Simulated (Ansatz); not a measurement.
Ti, response to strain

Consider Ti in the hcp (Mg type) structure (space group P6_3/mmc, No. 194; a = 2.9398 Å, c = 4.6540 Å; relaxed with 0.1 eV smearing). Axes: x lies along a and z along c of the hexagonal cell.

Strains are applied to the cell and any free atomic positions relax.

Calculations: DFT with PBE, PAW potentials and a 420 eV plane-wave cutoff in Ansatz (an electronic-structure program), scalar-relativistic without spin-orbit coupling.

Notes on the quantities. energy relative to the base: free energy F.

```json
[
 {"uniaxial strain ε_zz (%)": "-3", "energy relative to the base (meV/atom)": "9.6"},
 {"uniaxial strain ε_zz (%)": "-2.5", "energy relative to the base (meV/atom)": "6.6"},
 {"uniaxial strain ε_zz (%)": "-2", "energy relative to the base (meV/atom)": "4.2"},
 {"uniaxial strain ε_zz (%)": "-1.5", "energy relative to the base (meV/atom)": "2.4"},
 {"uniaxial strain ε_zz (%)": "-1", "energy relative to the base (meV/atom)": "1.0"},
 {"uniaxial strain ε_zz (%)": "-0.5", "energy relative to the base (meV/atom)": "?"},
 {"uniaxial strain ε_zz (%)": "0", "energy relative to the base (meV/atom)": "0.0"}
]
```

Task: Fit ΔE = Aε² + Bε³ (ε in %) to the rows shown and predict the withheld row.

Result: Least squares on the printed values gives A = 1.02 and B = -0.014 meV/atom (largest residual 0.0 meV/atom); this predicts 0.3 meV/atom, and the run gives 0.3 meV/atom, in agreement.

Stability against distortions was not tested. All final runs are without spin polarisation.
